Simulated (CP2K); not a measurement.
Band structure of Mg₂Zn (P6_3/mmc, 6 atoms in the cell).

```yaml
crystal:
  lattice:
    - [3.08820, 0.00000, 0.00000]
    - [-1.54410, 2.67446, 0.00000]
    - [0.00000, 0.00000, 14.52655]
  atoms:
    - { symbol: Mg, position: [0.33333, 0.66667, 0.40818] }
    - { symbol: Mg, position: [0.66667, 0.33333, 0.59182] }
    - { symbol: Mg, position: [0.66667, 0.33333, 0.90818] }
    - { symbol: Mg, position: [0.33333, 0.66667, 0.09182] }
    - { symbol: Zn, position: [0.66667, 0.33333, 0.25000] }
    - { symbol: Zn, position: [0.33333, 0.66667, 0.75000] }
```

Method of the run: CP2K 2026.2 with LDA (Pade form), GPW, DZVP-MOLOPT-SR-GTH basis, GTH-PADE potentials (GTH_POTENTIALS).

Settings: CUTOFF = 1000 Ry; REL_CUTOFF = 50 Ry; SMEAR/METHOD = GAUSSIAN; SIGMA = 0.136 eV; KPOINTS/SCHEME = MONKHORST-PACK 10 10 2; GAMMA_CENTERED = T; XC_FUNCTIONAL = PADE; Mg/BASIS_SET = DZVP-MOLOPT-SR-GTH-q10; Mg/POTENTIAL = GTH-PADE-q10; Zn/BASIS_SET = DZVP-MOLOPT-SR-GTH-q12; Zn/POTENTIAL = GTH-PADE-q12; METHOD = GPW; EPS_DEFAULT = 1e-10; EXTRAPOLATION = USE_GUESS.

The starting cell comes from a database of computed structures (which also holds hypothetical and non-ambient phases and stackings), without a prior relaxation at this level. Values carry the incompleteness of an atom-centred basis.

Levels in eV from the Fermi level, bands 30 to 35:
| point | 30 | 31 | 32 | 33 | 34 | 35 |
|---|---|---|---|---|---|---|
| Γ | -5.16 | -5.07 | -1.95 | -1.07 | 3.11 | 4.48 |
| M | -2.32 | -1.82 | -1.82 | -0.02 | 0.12 | 0.44 |
| K | -0.39 | -0.39 | -0.26 | -0.26 | -0.23 | 0.26 |
| A | -6.32 | -3.53 | -3.53 | 0.86 | 0.86 | 7.56 |
| L | -2.54 | -1.54 | -1.54 | -0.56 | -0.56 | 1.58 |
| H | -0.61 | -0.57 | -0.57 | 0.00 | 0.00 | 1.04 |

Bands cross the Fermi level along this path, so the cell is metallic at this level.

Higher empty bands are left out: an atom-centred basis made for the valence describes them poorly.
